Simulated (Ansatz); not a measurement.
**Ru2Si: response to strain**

Take Ru2Si (space group Pnma, No. 62; a = 5.235 Å, b = 3.991 Å, c = 7.387 Å; a cell from a computed database, its experimental status unchecked) as the base. Axes: x, y, z lie along a, b, c of the conventional cell.

Strains are applied to the cell and any free atomic positions relax; under biaxial strain the out-of-plane vector relaxes too.

Method: PBEsol (Ansatz, a first-principles code), scalar-relativistic without spin-orbit coupling.

Notes on the quantities. energy relative to the base: free energy F; pressure: mean of the normal stresses, compression positive.

```json
[
 {"change": "base", "energy relative to the base": "0 meV/atom", "shortest interatomic distance": "2.434 Å", "pressure": "0.0 GPa"},
 {"change": "biaxial strain −4.32 %, plane normal [001], relaxed out of plane", "energy relative to the base": "–", "shortest interatomic distance": "2.364 Å", "pressure": "15.2 GPa"},
 {"change": "isotropic strain −4.80 %", "energy relative to the base": "+0.285 eV/atom", "shortest interatomic distance": "2.325 Å", "pressure": "…"},
 {"change": "isotropic strain −3.45 %", "energy relative to the base": "+140 meV/atom", "shortest interatomic distance": "2.356 Å", "pressure": "38.5 GPa"},
 {"change": "uniaxial strain ε_xx = −1.25 %", "energy relative to the base": "+2.7 meV/atom", "shortest interatomic distance": "2.432 Å", "pressure": "…"}
]
```

Task: What belongs in the blanks?

Result: 
- isotropic strain −4.80 %, pressure: 59.4 GPa
- uniaxial strain ε_xx = −1.25 %, pressure: 3.5 GPa

Without a gap, meshes like the base's 7×9×5 leave anisotropic stresses uncertain by several tenths of a GPa, and small strain energies with them. Whether these cells are dynamically stable was not tested. All final runs are without spin polarisation.
